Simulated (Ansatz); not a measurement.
Consider the following.

```
CELL_PARAMETERS angstrom
      0.00000     3.22348     3.22348
      3.22348     0.00000     3.22348
      3.22348     3.22348     0.00000
ATOMIC_POSITIONS crystal
  Sn 0.00000 0.00000 0.00000
  Sn 0.25000 0.25000 0.25000
```

The numbers are results of PBEsol, rigid bands (plane waves, PAW, scalar-relativistic; Ansatz, a quantum-chemistry and plane-wave program), not measurements. Condition of this run: hydrostatic pressure 2 GPa (the target of the relaxation). Geometry: cell and atoms relaxed with PBEsol, then loaded as said.

Is this a good metal at this level?

No. No gap is resolved, and few carriers conduct, as in a semimetal or a zero-gap semiconductor. N(E_F) = 0.090 states/eV a cell at 300 K and the Drude plasma energy along the best axis is 0.82 eV, several times under that of a simple or noble metal.

Spin-orbit coupling is left out; it can open or close a small gap.
